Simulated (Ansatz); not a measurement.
## WC under a change: strain tensor (xx, yy, zz, yz, xz, xy) = (−0.74, +1.81, +0.24, +0.57, +0.31, +0.73) %

Take WC (space group P-6m2, No. 187; a = 2.9127 Å, c = 2.8354 Å; relaxed with 0.1 eV smearing) as the base. Axes: x lies along a and z along c of the hexagonal cell.

Now apply this change: the symmetric strain tensor [-0.0074 0.0072 0.0030; 0.0072 0.0181 0.0057; 0.0030 0.0057 0.0024]; the atoms relax in the strained cell.

All numbers come from r2SCAN (Ansatz, a quantum-chemistry and plane-wave program), no SOC. Settings: 23×23×20 k-points, 0.1 eV Fermi–Dirac smearing.

```csv
quantity,base,changed,shift
space group,P-6m2 (No. 187),P1 (No. 1),–
energy relative to the base (free energy F),0 meV/atom,+11 meV/atom,+11 meV/atom
"pressure (mean of the normal stresses, compression positive)",0.0 GPa,-4.8 GPa,-4.8 GPa
band gap,zero,zero,–
"stress (xx, yy, zz, yz, xz, xy; compression positive)",–,"(1.1, -11.4, -4.1, -3.3, -1.8, -3.3) GPa",–
```

Whether these cells are dynamically stable was not tested. The final runs are not spin-polarised.
